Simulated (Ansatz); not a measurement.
**A computed series for Al: pressure series**

Start from Al in the fcc (Cu type) structure (space group Fm-3m, No. 225; a = 3.991 Å).

Cell and atoms are relaxed at each pressure.

Computed with plane-wave PAW DFT at the r2SCAN level (Ansatz, an electronic-structure program, 500 eV), without spin-orbit coupling, earlier PAW set.

Notes on the quantities. enthalpy: H = E + PV relative to the base's energy.

```json
[
 {"change": "base", "enthalpy": "–", "shortest interatomic distance": "2.822 Å", "density": "2.82 g/cm³"},
 {"change": "pressure −2 GPa", "enthalpy": "-0.20 eV/atom", "shortest interatomic distance": "2.843 Å", "density": "2.76 g/cm³"},
 {"change": "pressure −1 GPa", "enthalpy": "-0.10 eV/atom", "shortest interatomic distance": "2.832 Å", "density": "2.79 g/cm³"},
 {"change": "pressure 1.8 GPa", "enthalpy": "+0.18 eV/atom", "shortest interatomic distance": "2.805 Å", "density": "2.87 g/cm³"},
 {"change": "pressure 4.2 GPa", "enthalpy": "+0.41 eV/atom", "shortest interatomic distance": "2.784 Å", "density": "2.94 g/cm³"},
 {"change": "pressure 9 GPa", "enthalpy": "+0.86 eV/atom", "shortest interatomic distance": "2.747 Å", "density": "3.06 g/cm³"},
 {"change": "pressure 18 GPa", "enthalpy": "+1.65 eV/atom", "shortest interatomic distance": "2.692 Å", "density": "3.25 g/cm³"},
 {"change": "pressure 30 GPa", "enthalpy": "+2.65 eV/atom", "shortest interatomic distance": "2.634 Å", "density": "3.47 g/cm³"},
 {"change": "pressure 45 GPa", "enthalpy": "+3.82 eV/atom", "shortest interatomic distance": "2.578 Å", "density": "3.70 g/cm³"},
 {"change": "pressure 60 GPa", "enthalpy": "+4.93 eV/atom", "shortest interatomic distance": "2.533 Å", "density": "3.90 g/cm³"}
]
```

Load acts through the strain it causes; cell and atoms are relaxed under it. No phonon test of stability was made. Competing high-pressure phases were not computed.
